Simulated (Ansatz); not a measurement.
Take Pt in the fcc (Cu type) structure (space group Fm-3m, No. 225; a = 3.920 Å; relaxed with 0.1 eV smearing) as the base. Axes: x, y, z lie along the cube axes.

Calculations: PBEsol in Ansatz (plane waves to 420 eV, PAW, no spin-orbit coupling).

For the base:

```
Item                             Value
-----------------------------  -------
Shortest interatomic distance  2.772 Å
```

Modification: biaxial strain +1.50 %, plane normal [001], relaxed out of plane (Cartesian); in-plane vectors clamped, the third vector and the atoms free.

**Question.** Estimate the effect on the shortest interatomic distance.

**Answer.** The shortest interatomic distance falls by 0.008 Å (2.772 Å → 2.764 Å).

**Question.** How does this affect the in-plane stress?

**Answer.** The mean in-plane stress (compression positive) comes out as -3.3 GPa.

Stability against distortions was not tested. All final runs are without spin polarisation.

Ansatz is an electronic-structure program.
